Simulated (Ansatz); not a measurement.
Candidates (primitive cells; geometry: relaxed with this functional, without spin-orbit coupling):
A. V (Im-3m), a = 2.5625 Å, b = 2.5625 Å, c = 2.5625 Å, α = 109.47°, β = 109.47°, γ = 109.47°
B. MgLa (Pm-3m), a = b = c = 3.9088 Å, α = β = γ = 90.00°
C. LuPd (Pm-3m), a = b = c = 3.392 Å, α = β = γ = 90.00°
D. NbZn$_{3}$ (Pm-3m), a = 3.877 Å, b = 3.877 Å, c = 3.877 Å, α = 90.00°, β = 90.00°, γ = 90.00°
E. TaN (P-62m), a = b = 5.180 Å, c = 2.895 Å, α = β = 90.00°, γ = 120.00°

Question: Put the candidates in order of electron-phonon coupling λ, lowest first, for Ansatz (an electronic-structure program) with PBEsol, DFPT electron-phonon coupling, linearised Boltzmann equation.

Answer: E (0.115), D (0.177), C (0.29), B (0.51), A (1.54)

Metals; harmonic phonons. Halving the electron mesh moves these values by up to 3 %; q meshes are mostly untested. Some of the runs warned that the eigensolver left states short of its tolerance. Spin-orbit coupling is left out.

Formula and space group known from diffraction (Crystallography Open Database), not checked to be the room-temperature form: LuPd (Pm-3m), MgLa (Pm-3m), NbZn3 (Pm-3m). Treated as nonmagnetic (a ferromagnetic start lost its moment, other orders weren't tried): V (Im-3m). The missing spin-orbit coupling matters most for LuPd (Pm-3m), TaN (P-62m).
